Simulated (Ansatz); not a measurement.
SiC under load (space group P6_3mc), PBE with spin-orbit coupling, rigid bands (Ansatz, a program for electronic structure). Condition of this run: uniaxial stress along c of -5 GPa (compression positive) (the target of the relaxation). Band gap 2.21 eV, N_c = 1.12e19 cm⁻³ and N_v = 6.21e19 cm⁻³ at 300 K, conductivity masses along z (a = (3.07, 0.00, 0.00) Å; b = (-1.54, 2.66, 0.00) Å; c = (0.00, 0.00, 5.10) Å) of 0.272 mₑ (electrons) and 1.56 mₑ (holes). Take k_BT = 0.02585 eV.

Problem. What built-in voltage has an abrupt junction with N_A = 1e16 and N_D = 1e18 cm⁻³, all dopants ionised?

Solution. V_bi = E_g/e − (k_BT/e) ln(N_c N_v/(N_A N_D)) = 2.21 − 0.02585 × 11.15 = 1.92 V, for the computed gap.

Problem. Find the intrinsic carrier density and the intrinsic Fermi level.

Solution. n_i = √(N_c N_v) exp(−E_g/2k_BT) = 2.64e19 × exp(−42.74) = 7.2e0 cm⁻³. The level lies (k_BT/2) ln(N_v/N_c) = 22 meV from mid-gap (positive towards the conduction band). Each 0.1 eV added to the gap lowers n_i by a factor of 6.9.

Problem. A film of it is 5 nm thick, with its normal along the direction named. Estimate the confinement energies in an infinite well.

Solution. ħ²π²/(2m t²) = 0.376 eV·nm²/(m/mₑ × t²) gives 55.3 meV for electrons and 9.64 meV for holes, so the gap would widen to about 2.27 eV. Finite barriers and nonparabolic bands lower this, and with several valleys or bands the heaviest mass along the normal sets the lowest level, not this average.

Rigid bands with the computed gap; masses take one relaxation time for all states. Geometry: cell and atoms relaxed with PBEsol.
